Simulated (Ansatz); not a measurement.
Data:

```
CELL_PARAMETERS angstrom
      0.00000     2.54476     2.54476
      2.54476     0.00000     2.54476
      2.54476     2.54476     0.00000
ATOMIC_POSITIONS crystal
  Li 0.00000 0.00000 0.00000
  Cl 0.50000 0.50000 0.50000
```

No spin polarisation.

Calculations: plane-wave PAW DFT at the PBEsol level (Ansatz, a program for electronic structure, 420 eV), no spin-orbit coupling. Settings: 11×11×11 k-points, 0.05 eV Fermi–Dirac smearing.

Predict the electron mass, band gap and gap character.

The electron mass comes out as 0.46 mₑ (at Γ) and the band gap comes out as 6.26 eV. The gap character comes out as direct at Γ.

The cells carry an imposed strain or load. Effective masses come from finite differences of ±0.01 Å⁻¹. No phonon test of stability was made. The cell was made from LiCl in the rock salt structure (space group Fm-3m, No. 225) by this change: isotropic strain +0.50 %.
